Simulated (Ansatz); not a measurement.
**FeCo, response to strain**

Consider FeCo (space group Cmmm, No. 65; ferromagnetic; a cell from a computed database, its experimental status unchecked; relaxed with 0.1 eV smearing).

```xyz
2
Lattice="1.3908 -1.9892 0.0000 1.3908 1.9892 0.0000 0.0000 0.0000 3.9431" Properties=species:S:1:pos:R:3 pbc="T T T"
Fe     1.3908     0.0000     1.9716
Co     0.0000     0.0000     0.0000
```

Cartesian axes are those of the cell as printed.

Strains are applied to the cell and any free atomic positions relax; under biaxial strain the out-of-plane vector relaxes too.

Level of theory: PBEsol (Ansatz, a first-principles code), spin-orbit coupling left out.

Notes on the quantities. energy relative to the base: free energy F; pressure: mean of the normal stresses, compression positive.

| change | energy relative to the base | volume per atom | pressure |
|---|---|---|---|
| base | 0 meV/atom | 10.91 Å³ | 0.0 GPa |
| biaxial strain +3.55 %, plane normal [001], relaxed out of plane | – | 11.39 Å³ | -7.8 GPa |
| isotropic strain −1.85 % | +24 meV/atom | 10.31 Å³ | 13.7 GPa |
| uniaxial strain ε_zz = +0.87 % | +1.0 meV/atom | 11.00 Å³ | -1.9 GPa |
| uniaxial strain ε_zz = +4.96 % | +29 meV/atom | 11.45 Å³ | -9.3 GPa |
| tensor shear ε_xz = +3.57 % | +27 meV/atom | 10.89 Å³ | 1.2 GPa |
| tensor shear ε_xy = −1.51 % | +4.5 meV/atom | 10.91 Å³ | 0.2 GPa |

Other magnetic orders, which the real material may have, were not ruled out. No phonon test of stability was made.
